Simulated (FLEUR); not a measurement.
# Input and output of a self-consistent single point for VFe3 (I4/mmm, 4 atoms in the cell) (FLEUR)

Computed with PBEsol, all-electron FLAPW (FLEUR), scalar-relativistic valence in FLEUR.

Input as run:

Input of the input generator:

```
VFe3
&input film=f /
-3.8619860377 3.8619860377 5.4747822474
3.8619860377 -3.8619860377 5.4747822474
3.8619860377 3.8619860377 -5.4747822474
1.0
1.0 1.0 1.0

4
23 0.5000000000 0.5000000000 0.0000000000 : 2.00
26 0.7500000000 0.2500000000 0.5000000000 : 4.00
26 0.2500000000 0.7500000000 0.5000000000 : 4.00
26 0.0000000000 0.0000000000 0.0000000000 : 4.00

&comp jspins=2 /
&exco xctyp='PBEs' /
&kpt div1=6 div2=6 div3=6 gamma=t /
&end /
```

```xml
<?xml version="1.0" encoding="UTF-8" standalone="no"?>
<fleurInput fleurInputVersion="0.39">
   <comment>
      VFe3                                                                                                
   </comment>
   <calculationSetup>
      <cutoffs Kmax="3.7" Gmax="14.8" GmaxXC="14.8" numbands="0"/>
      <scfLoop itmax="60" minDistance="0.00001" maxIterBroyd="25" imix="Anderson" alpha="0.05" precondParam="0.0" spinf="2.0"/>
      <coreElectrons ctail="T" frcor="F" kcrel="0" coretail_lmax="0"/>
      <xcFunctional name="PBEs" relativisticCorrections="F"/>
      <magnetism jspins="2"/>
      <soc l_soc="F" theta="0.0" phi="0.0" spav="F"/>
      <expertModes spex="0" secvar="F"/>
      <geometryOptimization l_f="T" forcealpha="1.0" forcemix="BFGS" epsdisp="0.00001" epsforce="0.00001"/>
      <ldaU l_linMix="F" mixParam="0.05" spinf="1.0"/>
   </calculationSetup>
   <cell>
      <bzIntegration valenceElectrons="61.0" mode="gauss" fermiSmearingEnergy="0.00999582">
         <kPointListSelection listName="default-1"/>
         <!-- k-points included here -->
         <xi:include xmlns:xi="http://www.w3.org/2001/XInclude" href="kpts.xml"> </xi:include>
      </bzIntegration>
      <!-- symmetry operations included here -->
      <xi:include xmlns:xi="http://www.w3.org/2001/XInclude" href="sym.xml"> </xi:include>
      <bulkLattice scale="1.0">
         <bravaisMatrix>
            <row-1>   -3.8619860376999999     3.8619860376999999     5.4747822474000003</row-1>
            <row-2>    3.8619860376999999    -3.8619860376999999     5.4747822474000003</row-2>
            <row-3>    3.8619860376999999     3.8619860376999999    -5.4747822474000003</row-3>
         </bravaisMatrix>
      </bulkLattice>
   </cell>
   <atomSpecies>
      <species name="Vanadium (2.000" element="V" atomicNumber="23">
         <mtSphere radius="2.17" gridPoints="763" logIncrement="0.016"/>
         <atomicCutoffs lmax="8" lnonsphr="6"/>
         <electronConfig flipSpins="F">
            <coreConfig>(1s1/2) (2s1/2) (2p1/2) (2p3/2)</coreConfig>
            <valenceConfig>(3s1/2) (3p1/2) (3p3/2) (4s1/2) (3d3/2) (3d5/2)</valenceConfig>
            <stateOccupation state="(3d3/2)" spinUp="0.7" spinDown="0.5"/>
            <stateOccupation state="(3d5/2)" spinUp="1.8" spinDown="0.0"/>
         </electronConfig>
         <energyParameters s="4" p="4" d="3" f="4"/>
         <lo type="SCLO" l="0" n="3" eDeriv="0"/>
         <lo type="SCLO" l="1" n="3" eDeriv="0"/>
      </species>
      <species name="Iron (Fe) 4.000" element="Fe" atomicNumber="26">
         <mtSphere radius="2.17" gridPoints="763" logIncrement="0.016"/>
         <atomicCutoffs lmax="8" lnonsphr="6"/>
         <electronConfig flipSpins="F">
            <coreConfig>(1s1/2) (2s1/2) (2p1/2) (2p3/2)</coreConfig>
            <valenceConfig>(3s1/2) (3p1/2) (3p3/2) (4s1/2) (3d3/2) (3d5/2)</valenceConfig>
            <stateOccupation state="(3d3/2)" spinUp="2.0" spinDown="0.4"/>
            <stateOccupation state="(3d5/2)" spinUp="3.0" spinDown="0.6"/>
         </electronConfig>
         <energyParameters s="4" p="4" d="3" f="4"/>
         <lo type="SCLO" l="0" n="3" eDeriv="0"/>
         <lo type="SCLO" l="1" n="3" eDeriv="0"/>
      </species>
   </atomSpecies>
   <atomGroups>
      <atomGroup species="Vanadium (2.000">
         <relPos label="                   1">1.000/2.000 1.000/2.000 .0000000000</relPos>
         <force calculate="T" relaxXYZ="TTT"/>
      </atomGroup>
      <atomGroup species="Iron (Fe) 4.000">
         <relPos label="                   2">-1.000/4.000 1.000/4.000 1.000/2.000</relPos>
         <relPos label="                   3">1.000/4.000 -1.000/4.000 1.000/2.000</relPos>
         <force calculate="T" relaxXYZ="TTT"/>
      </atomGroup>
      <atomGroup species="Iron (Fe) 4.000">
         <relPos label="                   4">.0000000000 .0000000000 .0000000000</relPos>
         <force calculate="T" relaxXYZ="TTT"/>
      </atomGroup>
   </atomGroups>
   <output dos="F" band="F" slice="F">
      <checks vchk="F" cdinf="F"/>
      <bandDOS minEnergy="-.5*Htr" maxEnergy="0.5*Htr" sigma="0.015" storeEVData="T"/>
      <vacuumDOS vacdos="F" integ="F" star="F" nstars="0" locx1="0.0" locy1="0.0" locx2="0.0" locy2="0.0" nstm="0" tworkf="0.0"/>
      <unfoldingBand unfoldBand="F" supercellX="1" supercellY="1" supercellZ="1"/>
      <plotting iplot="0" polar="F">
         <plot TwoD="T" vec1="  1.0  0.0  0.0" vec2="  0.0  1.0  0.0" vec3="  0.0  0.0  1.0" zero="  0.0  0.0  0.0" file="plot"/>
      </plotting>
      <chargeDensitySlicing numkpt="0" minEigenval="0.0" maxEigenval="0.0" nnne="0" pallst="F"/>
      <specialOutput eonly="F"/>
      <magneticCircularDichroism mcd="F" energyLo="-10.0" energyUp="0.0"/>
   </output>
  <!-- We include the file relax.xml here to enable relaxations (see documentation) -->
  <xi:include xmlns:xi="http://www.w3.org/2001/XInclude" href="relax.xml"> <xi:fallback/> </xi:include>
</fleurInput>
```

Output, abridged:

```
      Welcome to FLEUR        (www.flapw.de)
      MaX-Release 8.1          (www.max-centre.eu)

 ========== k-point set info ==========
 Selected k-point list: default-1
 k-point list type: mesh
 6 x 6 x 6
 Number of k points: 30

 ------------Calculation Setup---------------------------
           1           2           3           5           6          10          15          30
 Number of basis functions:          317
 Iteration:     1   Distance:      42.30901658 me/bohr^3
 Iteration:     2   Distance:      39.64390638 me/bohr^3
 Iteration:     3   Distance:      23.35927205 me/bohr^3
 Iteration:     4   Distance:      24.30439606 me/bohr^3
 Iteration:     5   Distance:      63.03952935 me/bohr^3
 Iteration:     6   Distance:      49.89033764 me/bohr^3
   [... 30 lines left out ...]
 Iteration:    37   Distance:       0.00108458 me/bohr^3
 Iteration:    38   Distance:       0.00014462 me/bohr^3
 Iteration:    39   Distance:       0.00004682 me/bohr^3
 Iteration:    40   Distance:       0.00004151 me/bohr^3
 Iteration:    41   Distance:       0.00000578 me/bohr^3
 Run finished successfully
 Stop message:
   Structural relaxation: Done

[file out, last iteration]
             iter=     42
          p o t e n t i a l   g e n e r a t o r
[...]
          integral of pseudo charge density inside the slab=        0.000000   0.000000
     coulomb potential in the interstitial region:
          density-coulomb potential integrals
          total density-coulomb potenti    -7304.2348694105
          density-effective potential integrals for spin  1
          density-effective potential integrals for spin  2
          total density-effective poten   -7.5773940416E+03
          charge density-energy density integrals
          total charge density-energy d   -2.0860166758E+02
 Updated energy parameters for spin:           1
  Atom    1 4s branch from -1.90 to  2.85 htr. ; e_l =  0.2200
  Atom    1 4p branch from -0.91 to  3.40 htr. ; e_l =  0.3317
  Atom    1 3d branch from -9.99 to  0.67 htr. ; e_l =  0.3650
  Atom    1 4f branch from -9.99 to  3.73 htr. ; e_l =  0.6211
  Atom    1 3s branch from-21.51 to -1.90 htr. ; e_l(l -1.9494
  Atom    1 3p branch from-17.87 to -0.91 htr. ; e_l(l -0.9924
  Atom    2 4s branch from -2.82 to  2.28 htr. ; e_l =  0.2136
  Atom    2 4p branch from -1.56 to  2.89 htr. ; e_l =  0.3427
  Atom    2 3d branch from -9.99 to  0.48 htr. ; e_l =  0.3061
  Atom    2 4f branch from -9.99 to  3.87 htr. ; e_l =  0.6532
  Atom    2 3s branch from-29.46 to -2.82 htr. ; e_l(l -2.8325
  Atom    2 3p branch from-25.01 to -1.56 htr. ; e_l(l -1.5900
  Atom    3 4s branch from -2.83 to  2.27 htr. ; e_l =  0.2168
  Atom    3 4p branch from -1.57 to  2.88 htr. ; e_l =  0.3466
  Atom    3 3d branch from -9.99 to  0.46 htr. ; e_l =  0.2976
  Atom    3 4f branch from -9.99 to  3.86 htr. ; e_l =  0.6576
  Atom    3 3s branch from-29.46 to -2.83 htr. ; e_l(l -2.8459
  Atom    3 3p branch from-25.01 to -1.57 htr. ; e_l(l -1.6030
 Updated energy parameters for spin:           2
  Atom    1 4s branch from -1.94 to  2.82 htr. ; e_l =  0.1854
  Atom    1 4p branch from -0.94 to  3.37 htr. ; e_l =  0.2972
  Atom    1 3d branch from -9.99 to  0.64 htr. ; e_l =  0.3315
   [... lines left out ...]
          first approx. to ef    (T=0)  :   0.394183 htr   (energy of the highest occ. eigenvalue)
          total moment                 =     5.06733
 Direct bandgap for spin            1 :    2.5180550633156218E-002  Htr
 Direct bandgap for spin            2 :    1.2094622723682669E-002  Htr
   [... lines left out ...]
     atom     s        p        d        f        total
 -->  1    1.09860  3.05380  0.93351  0.00956    5.09777
 -->  2    1.16521  3.13032  3.92740  0.00739    8.23210
 -->  3    1.16912  3.13381  4.18518  0.00846    8.49867
          valence density: spin= 2
[...]
     l-like charge
     atom     s        p        d        f        total
 -->  1    1.11634  3.08726  1.75591  0.00834    5.96929
 -->  2    1.16324  3.15334  2.02368  0.00734    6.34913
 -->  3    1.15598  3.15245  1.70706  0.00725    6.02415
          total charge for spin  1=   33.033667
          interst. charge =       2.973037
          mt charge=              5.097772    8.232095    8.498668
          total charge for spin  2=   27.966333
          interst. charge =       3.274625
          mt charge=              5.969293    6.349132    6.024151
          total charge  =   61.000000
          z= 23.     r(1)=  0.110038E-04     dx= 0.016000     m.t.index= 763
               n    l     j    energy       weight
               1.   0.   0.5 -196.2752      2.0000
               2.   0.   0.5  -21.5140      2.0000
               2.   1.   0.5  -18.0463      2.0000
               2.   1.   1.5  -17.7859      4.0000
          atom type    1  (spin 1)
          kinetic energy=  0.437322860191E+03     sum of the eigenvalues= -0.271407296690E+03
          0.00000000  electrons lost from core.
   [... 2 blocks of this kind left out ...]
```

The run converged in 41 iterations. FLEUR gives forces in its relaxation mode, with a further iteration, so its stop message speaks of a relaxation.

The starting cell comes from a database of computed structures (which also holds hypothetical and non-ambient phases and stackings), without a prior relaxation at this level. The magnetic order is the one reached from the typed start; others were not searched systematically. Values depend on the basis (sphere radii, cutoffs, local orbitals), which need not be converged. The log's line on a gap gives a spacing of levels on this mesh, which the program prints for metals too.

Cost on one core of a shared machine: roughly 7 min.
